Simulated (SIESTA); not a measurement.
A self-consistent single point of La3Ga (P1, 4 atoms in the cell) with SIESTA.

Method: GGA PBEsol, numerical atomic orbitals DZP, PseudoDojo PBEsol standard norm-conserving potentials (rewritten from UPF to PSML) in SIESTA 5.4.2.

The change in words: atoms moved at random. Reference geometry:
```yaml
crystal:
  lattice:
    - [4.98640, 0.00000, 0.00000]
    - [0.00000, 4.98640, 0.00000]
    - [0.00000, 0.00000, 4.98640]
  atoms:
    - { symbol: La, position: [0.00000, 0.50000, 0.50000] }
    - { symbol: La, position: [0.50000, 0.00000, 0.50000] }
    - { symbol: La, position: [0.50000, 0.50000, 0.00000] }
    - { symbol: Ga, position: [0.00000, 0.00000, 0.00000] }
```

Reference input (self-consistent single point, DFT, GGA PBEsol, numerical atomic orbitals DZP, PseudoDojo PBEsol standard norm-conserving potentials (rewritten from UPF to PSML)): XC.functional = GGA; XC.authors = PBEsol; potentials = PseudoDojo PBEsol standard; PAO.BasisSize = DZP; PAO.EnergyShift = 0.01 Ry; MeshCutoff = 400 Ry; kgrid.MonkhorstPack = 7 7 7; OccupationFunction = FD; ElectronicTemperature = 0.05 eV; MaxSCFIterations = 150; SCF.Mixer.Method = Pulay; SCF.Mixer.Weight = 0.2. This run's input differs from it in these lines:

```diff
@@ -18,6 +18,6 @@
 %block AtomicCoordinatesAndAtomicSpecies
-     0.000000000    4.711462339    4.711462339  1
-     4.711462339    0.000000000    4.711462339  1
-     4.711462339    4.711462339    0.000000000  1
-     0.000000000    0.000000000    0.000000000  2
+    -0.026468995    4.651673882    4.682609344  1
+     4.839350273   -0.049517469    4.680178229  1
+     4.723759256    4.747260030    0.055802560  1
+    -0.113715855    0.073508235    0.004334545  2
 %endblock AtomicCoordinatesAndAtomicSpecies
```

Log, with long lists cut:

```
        iscf     Eharris(eV)        E_KS(eV)     FreeEng(eV)     dDmax    Ef(eV) dHmax(eV)
   scf:    1    -4923.285838    -4941.372987    -4941.416455  1.511601 -4.853933  3.837926
   scf:    2    -4941.860531    -4941.623691    -4941.667229  0.062131 -4.908659  2.628576
   scf:    3    -4942.062087    -4941.874046    -4941.918296  0.121377 -5.045737  0.197269
   scf:    4    -4941.876898    -4941.875811    -4941.920253  0.010392 -5.059095  0.030583
   scf:    5    -4941.875960    -4941.875900    -4941.920350  0.002037 -5.056316  0.028581
   scf:    6    -4941.875962    -4941.875934    -4941.920368  0.001143 -5.055173  0.008275
   scf:    7    -4941.875933    -4941.875934    -4941.920370  0.000264 -5.054714  0.002110
   scf:    8    -4941.875931    -4941.875932    -4941.920370  0.000140 -5.054492  0.002156
   scf:    9    -4941.875936    -4941.875934    -4941.920371  0.000076 -5.054481  0.000405
SCF Convergence by DM+H criterion
max |DM_out - DM_in|         :     0.0000755403
max |H_out - H_in|      (eV) :     0.0004051715
SCF cycle converged after 9 iterations

Using DM_out to compute the final energy and forces

siesta: E_KS(eV) =            -4941.8759

siesta: E_KS - E_eggbox =     -4941.8759

siesta: Atomic forces (eV/Ang):
     1    0.279909    0.002768    0.144810
     2   -0.250594    0.144802    0.148466
     3   -0.170674   -0.063168   -0.278981
     4    0.140401   -0.084139   -0.013635
   Tot   -0.000958    0.000263    0.000660
   Max    0.279909
   Res    0.169081    sqrt( Sum f_i^2 / 3N )
   Max    0.279909    constrained

Stress tensor Voigt[x,y,z,yz,xz,xy] (kbar):       16.01       16.13       15.67       -0.22        0.06       -0.19
(Free)E + p*V (eV/cell)    -4943.1537
   [... lines left out ...]
siesta: FreeEng =     -4941.920371
siesta: Cell volume =        123.982548 Ang**3
siesta:         -15.93790062        -13.69203006  kBar
   [... lines left out ...]
   4 13.915   1.114   0.172   0.634   0.634   0.639   0.051   0.051   0.047
              2.005   2.005   2.002   2.005   2.002   0.114   0.114   0.107

              0.113   0.106

mulliken: Qtot =       46.000

Mulliken Atomic Populations:
Atom #   charge [q] valence [e]  Species
     1     0.305344   10.694656  La
     2     0.301301   10.698699  La
     3     0.308219   10.691781  La
     4    -0.914863   13.914863  Ga
 Total    -0.000000
```

The run converged in 9 iterations. Against the reference run the free energy goes up by 6.4 meV/atom, the pressure goes from -1.71 to -1.59 GPa and the largest force goes from 0.000 to 0.333 eV/Å.

The starting cell comes from a database of computed structures (which also holds hypothetical and non-ambient phases and stackings), without a prior relaxation at this level. Its lattice was rescaled by a random factor within 2.5 % of one. For this run, on top of that: atoms moved at random. Values carry the incompleteness of an atom-centred basis.

Cost on one core of a shared machine: roughly 40 s.
